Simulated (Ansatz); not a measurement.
# HgTe under a change: Os on a Te site, symmetric start

The reference is a 24-atom supercell of HgTe in the zinc blende structure (space group F-43m, No. 216; a = 6.651 Å) at its relaxed geometry.

Perturbation: a neutral Os on a Te site, symmetric start, atoms relaxed at fixed cell.

Level of theory: PBE (Ansatz, a first-principles code, PAW, no spin-orbit coupling). k-mesh 4×3×4 (Γ-centred); smearing 0.05 eV (Fermi–Dirac).

| quantity | base | changed | shift |
|---|---|---|---|
| pressure | 0.0 GPa | -0.6 GPa | -0.6 GPa |
| largest displacement of a host atom from its site in the perfect cell | – | 0.25 Å | – |
| mean distance from the defect site to its nearest host atoms | 2.88 Å | 2.64 Å | -0.24 Å |

Cost of the whole job for the changed cell (relaxation, final SCF and bands): roughly 26 core-minutes.

In so small a cell the defect repeats every few ångströms: this is an ordered compound, not a dilute defect. The defect started on the symmetric site and kept its symmetry, so it may sit on a saddle. The final runs are not spin-polarised. The defect cell is not spin-polarised.
